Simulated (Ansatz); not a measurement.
Take Cs2AgBiBr6 (space group Fm-3m, No. 225; a = 11.3439 Å) as the base.

Calculations: r2SCAN (Ansatz, a program for electronic structure; PAW; 500 eV plane waves; without spin-orbit coupling), earlier PAW set.

Before the change:

| Item | Value |
|---|---|
| Band gap | 1.67 eV |
| Shortest interatomic distance | 5.319 bohr |
| Width of the top valence band | 1.24 eV |
| Smallest direct gap | 2.70 eV |

The change: cell and atoms relaxed at a pressure of 30 GPa.

Task: Estimate the effect on the band gap.

Result: The band gap decreases by 1.05 eV (1.67 eV → 0.62 eV).

Task: Predict the new shortest interatomic distance.

Result: The shortest interatomic distance decreases by 0.7824 bohr, from 5.319 bohr to 4.536 bohr.

Task: Predict the new width of the top valence band.

Result: The width of the top valence band goes up by 1.66 eV to 2.90 eV.

Task: How does this affect the smallest direct gap?

Result: The smallest direct gap drops by 0.34 eV (2.70 eV → 2.36 eV).

With Bi present, leaving out spin-orbit coupling can change the band edges. Load acts through the strain it causes; cell and atoms are relaxed under it. Stability against distortions was not tested. No other phases were tried under pressure.
